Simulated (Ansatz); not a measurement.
# A computed series for Mg: response to strain

The parent structure is Mg (space group P6/mmm, No. 191; a = 5.0795 Å, c = 3.0654 Å; a model cell, its experimental status unchecked; relaxed with 0.1 eV smearing). Axes: x lies along a and z along c of the hexagonal cell.

Strains are applied to the cell and any free atomic positions relax; under biaxial strain the out-of-plane vector relaxes too.

All numbers come from PBEsol, PAW, 420 eV (Ansatz, a program for electronic structure; scalar-relativistic without spin-orbit coupling).

Notes on the quantities. pressure: mean of the normal stresses, compression positive; energy relative to the base: free energy F.

```json
[
 {"change": "base", "shortest interatomic distance": "2.933 Å", "pressure": "0.0 GPa", "energy relative to the base": "0 meV/atom"},
 {"change": "biaxial strain −1.75 %, plane normal [001], relaxed out of plane", "shortest interatomic distance": "2.881 Å", "pressure": "1.1 GPa", "energy relative to the base": "–"},
 {"change": "isotropic strain −1.40 %", "shortest interatomic distance": "2.892 Å", "pressure": "(withheld)", "energy relative to the base": "(withheld)"},
 {"change": "uniaxial strain ε_yy = +0.72 %", "shortest interatomic distance": "2.941 Å", "pressure": "-0.2 GPa", "energy relative to the base": "+0.2 meV/atom"},
 {"change": "uniaxial strain ε_yy = +2.11 %", "shortest interatomic distance": "2.958 Å", "pressure": "-0.7 GPa", "energy relative to the base": "+1.8 meV/atom"},
 {"change": "uniaxial strain ε_zz = −1.35 %", "shortest interatomic distance": "2.933 Å", "pressure": "0.5 GPa", "energy relative to the base": "+1.1 meV/atom"}
]
```

Task: What belongs in the blanks?

Result: 
- isotropic strain −1.40 %, pressure: 1.6 GPa
- isotropic strain −1.40 %, energy relative to the base: +4.6 meV/atom

Whether these cells are dynamically stable was not tested. This is not the structure that Mg has at room temperature and ambient pressure.
